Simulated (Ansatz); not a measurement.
Input and output of a relaxation of the atoms for HfCo (Cm, 4 atoms in the cell) (Ansatz, an electronic-structure program).

Method: LDA (PW92), default PAW files made with PBE (plane waves; Ansatz).

The change in words: one atom moved by 0.15 angstrom; relax: default → atoms; relax.f_tol: default → 0.005 eV/Å. Reference geometry:
```xyz
4
Lattice="1.5909 -4.7223 0.0000 1.5909 4.7223 0.0000 0.0000 0.0000 4.2009" Properties=species:S:1:pos:R:3 pbc="T T T"
Hf     1.5909    -3.3951     3.1507
Hf     1.5909     3.3951     1.0502
Co     1.5909    -0.8012     3.1507
Co     1.5909     0.8012     1.0502
```
Moments meant for the start (each program seeds them in its own way; μB, in the order of the atoms Hf Hf Co Co): 0.0 0.0 3.0 3.0.

Reference input (self-consistent single point, DFT, LDA (PW92), plane waves, default PAW files made with PBE): basis.ecutwfc = 420 eV; kpoints.mp_grid.grid = 7 7 5; hamiltonian.xc = lda; hamiltonian.pseudopotentials = {kind: paw} (the program's default PAW files); magnetization.spin_polarized = true; scf.occupations.method = gaussian; scf.occupations.width = 0.1 eV. This run's input differs from it in these lines:

```diff
@@ -7,3 +7,3 @@
   atoms:
-    - { symbol: Hf, position: [0.859480, 0.140520, 0.750000] }
+    - { symbol: Hf, position: [0.859480, 0.140520, 0.785707] }
     - { symbol: Hf, position: [0.140520, 0.859480, 0.250000] }
@@ -22,2 +22,4 @@
   occupations: { method: gaussian, width: 0.1 }
+relax:
+  f_tol: 0.005
 output:
```

Output (repeated stretches shortened):

```
   [... SCF lines of the steps left out ...]
relax step   1: F+E_penalty+E_count = -41080.84553562 eV  Δ(F+E_penalty+E_count) = +0.000e0 eV  max|allowed force component| = 8.337e-1 eV/Å  Δτ_max = 0.0000 Å  (19 SCF iters, dr2 threshold 6.25e-7 eV, accepted)
relax step   2: F+E_penalty+E_count = -41080.89467847 eV  Δ(F+E_penalty+E_count) = -4.914e-2 eV  max|allowed force component| = 3.388e-1 eV/Å  Δτ_max = 0.1133 Å  (10 SCF iters, dr2 threshold 4.34e-5 eV, accepted)
relax step   3: F+E_penalty+E_count = -41080.90890036 eV  Δ(F+E_penalty+E_count) = -1.422e-2 eV  max|allowed force component| = 2.062e-2 eV/Å  Δτ_max = 0.0484 Å  (7 SCF iters, dr2 threshold 7.18e-6 eV, accepted)
relax step   4: F+E_penalty+E_count = -41080.90896848 eV  Δ(F+E_penalty+E_count) = -6.812e-5 eV  max|allowed force component| = 8.780e-4 eV/Å  Δτ_max = 0.0031 Å  (10 SCF iters, accepted)
the relaxation is at rest under the 2 symmetry operations that the run kept from its start: a minimum is not shown …
the relaxation's final electronic state is not compared with the one that a single-point calculation of its input finds at the relaxed geometry …
Magnetization: -0.0000 μB (43.0000 up, 43.0000 down)
Absolute magnetization: 0.0000 μB (∫|ρ↑−ρ↓|, with the PAW one-centre terms)
Spin contamination: 0.0000 ħ² per cell (⟨S²⟩ above its minimum at these occupations)
   [... lines left out ...]
Free energy (F): -41080.908968 eV
Fermi energy:    19.974683 eV
   [... lines left out ...]
  atoms:
    - { symbol: Hf, position: [0.860779967459118, 0.139220032540882, 0.7589223283982675] }
    - { symbol: Hf, position: [0.13921644820717394, 0.8607835517928261, 0.2589191557718128] }
    - { symbol: Co, position: [0.5843220072642626, 0.41567799273573725, 0.7589320120152078] }
    - { symbol: Co, position: [0.41568157706944536, 0.5843184229305546, 0.2589335038147119] }
```

The run converged. 

Summary of the result:
| Item | Value |
|---|---|
| Free energy E − TS (on the zero of these files) | -41080.9090 eV |
| Fermi level (on the code's own zero) | 19.97 eV |
| Pressure | -10.57 GPa |
| Size of the cell's spin moment | 0.00 μB |
| Relaxation steps | 4 |

The starting cell comes from a database of computed structures (which also holds hypothetical and non-ambient phases and stackings), without a prior relaxation at this level. Its lattice was rescaled by up to half a per cent. For this run, on top of that: one atom moved by 0.15 angstrom. The starting moments vanished: the run ended non-magnetic, which need not be the lowest state. The program warned that a starting moment was not kept. Ansatz's pressure includes its estimate of the finite-basis (Pulay) stress.

Cost on one core of a shared machine: roughly 5 min.

Keys are those of Ansatz 0.2.
